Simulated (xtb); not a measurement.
xtb 6.7.1, GFN2-xTB: N[CH]CN, charge 0, multiplicity 2, 11 atoms. The geometry is a generated start, not checked to be a minimum at this level.

method: GFN2-xTB
--acc: 1 (default)
--etemp (K): 300 (default)
detailed input (--input): none: ANC optimiser, Lindh (1995) Hessian, microcycle=20, maxdispl=1.0, hlow=0.01 (default)
basis functions: 23
valence electrons: 25

```xyz
11

N      1.7875    -0.2306     0.0538
C      0.7142     0.6167    -0.1969
C     -0.5931     0.0564    -0.5936
N     -1.3282    -0.4610     0.5841
H      1.5242    -1.2029     0.1357
H      2.4306     0.0762     0.7735
H      0.8143     1.6456     0.0974
H     -1.1716     0.8224    -1.1354
H     -0.4515    -0.8034    -1.2585
H     -1.4902     0.2976     1.2410
H     -2.2363    -0.8169     0.2990
```

Charge 0 and multiplicity 2 are set for this test and not shown to be the ground state. GFN-xTB has no spin term: --uhf 1 sets the occupations alone.

The structure is relaxed from this start with --opt LEVEL for the levels crude, sloppy, loose, lax, normal, tight, vtight, extreme, once each. Up to the end of the extreme run atoms move by at most 0.20 Å along an axis.

Problem. What is the loosest level that ends within 1 meV of the extreme run, and how many cycles does it take?

Solution. normal: 12 cycles against 22, ending 0.34 meV above.

```
level    cycles  energy above the extreme run (meV)  gradient norm (eV/Å)
-------  ------  ----------------------------------  --------------------
crude         1                                 4.3                  0.16
sloppy        1                                 4.3                  0.16
loose         1                                 4.3                  0.16
lax           4                                 2.7                 0.057
normal       12                                0.34                0.0068
tight        18                               0.017                0.0041
vtight       20                          under 0.01                0.0037
extreme      22                                   —                0.0019
```
